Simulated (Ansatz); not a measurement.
The reference is Au in the fcc (Cu type) structure (space group Fm-3m, No. 225; a = 4.1245 Å; relaxed with 0.1 eV smearing). Axes: x, y, z lie along the cube axes.

Calculations: Ansatz (an electronic-structure program), r2SCAN, PAW, cutoff 500 eV, no spin-orbit coupling.

One thing is altered: uniaxial strain ε_zz = +3.00 %, all other strain components held at zero, atoms relaxed at fixed cell.

Problem. Predict the stress tensor and what it implies for the stiffness.

Solution. Stress of the strained cell less that of the base (GPa, compression positive):
```
   -4.0     0.0     0.0
    0.0    -4.0     0.0
    0.0     0.0    -4.4
```

Then −Δσ_ii/ε with ε = 0.0300 gives secant stiffness values (nonlinear terms included at this strain): C33 ≈ 147 GPa, C13 ≈ 132 GPa and C23 ≈ 132 GPa.

As a check, the harmonic strain energy −½ V₀ Δσ:ε is 7.3 meV/atom; the computed energy rise is 7.5 meV/atom.

Whether these cells are dynamically stable was not tested.
